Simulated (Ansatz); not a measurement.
## Si (space group Pm-3n, No. 223; a model cell, its experimental status unchecked)

```xyz
8
Lattice="4.8663 0.0000 0.0000 0.0000 4.8663 0.0000 0.0000 0.0000 4.8663" Properties=species:S:1:pos:R:3 pbc="T T T"
Si     1.2166     0.0000     2.4332
Si     3.6497     0.0000     2.4332
Si     0.0000     2.4332     1.2166
Si     0.0000     2.4332     3.6497
Si     2.4332     1.2166     0.0000
Si     2.4332     3.6497     0.0000
Si     0.0000     0.0000     0.0000
Si     2.4332     2.4332     2.4332
```

Method: PBEsol (Ansatz, a quantum-chemistry and plane-wave program; PAW; 420 eV plane waves; spin-orbit coupling left out). Settings: 10×10×10 k-points, 0.05 eV Fermi–Dirac smearing.

```json
{
 "volume_per_atom": "14.41 Å³",
 "density": "3.24 g/cm³",
 "band_gap": "zero",
 "total_energy": "-621.024 eV/atom (σ→0; compares only within this code and set-up)"
}
```

Whether these cells are dynamically stable was not tested. This is not the structure that Si has at room temperature and ambient pressure.
